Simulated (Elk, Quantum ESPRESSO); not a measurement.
A Quantum ESPRESSO input for a self-consistent single point of In (I4/mmm, 1 atom in the cell) (DFT, PBE, plane waves, PSlibrary ultrasoft (PBE) pseudopotentials):

```fortran
&CONTROL
    calculation = 'scf'
    prefix = 'pwscf'
    outdir = './tmp/'
    pseudo_dir = './'
    tprnfor = .true.
    tstress = .true.
/
&SYSTEM
    ibrav = 0
    nat = 1
    ntyp = 1
    ecutwfc = 50
    ecutrho = 300
    occupations = 'smearing'
    smearing = 'fermi-dirac'
    degauss = 0.0073499
/
&ELECTRONS
    conv_thr = 1.0d-10
/
ATOMIC_SPECIES
In   114.8180  In.pbe-dn-rrkjus_psl.1.0.0.UPF
ATOMIC_POSITIONS {bohr}
In    0.00000000    0.00000000    0.00000000
K_POINTS {automatic}
15 15 15  0 0 0
CELL_PARAMETERS {angstrom}
  -1.62500000     1.62500000     2.47500000
   1.62500000    -1.62500000     2.47500000
   1.62500000     1.62500000    -2.47500000
```

Task: Write the same calculation as an input for Elk.

Result: This is the input that was run; spellings and numerical settings could be chosen otherwise.

```
tasks
  0

xctype
  20

rgkmax
  7.0

stype
  3

swidth
  0.00367493

avec
   -3.0708049525    3.0708049525    4.6770721584
    3.0708049525   -3.0708049525    4.6770721584
    3.0708049525    3.0708049525   -4.6770721584

sppath
  './'

atoms
  1   : nspecies
  'In.in'   : spfname
  1   : natoms; atposl, bfcmt below
  0.0000000000  0.0000000000  0.0000000000    0.0 0.0 0.0

ngridk
  15 15 15
```

Basis settings and potentials, where a program has them, do not carry over. This input uses DFT, PBE, all-electron FP-LAPW, Elk's shipped species files, default APW+lo basis.

The starting cell has typed, rounded lattice constants, without a prior relaxation at this level.
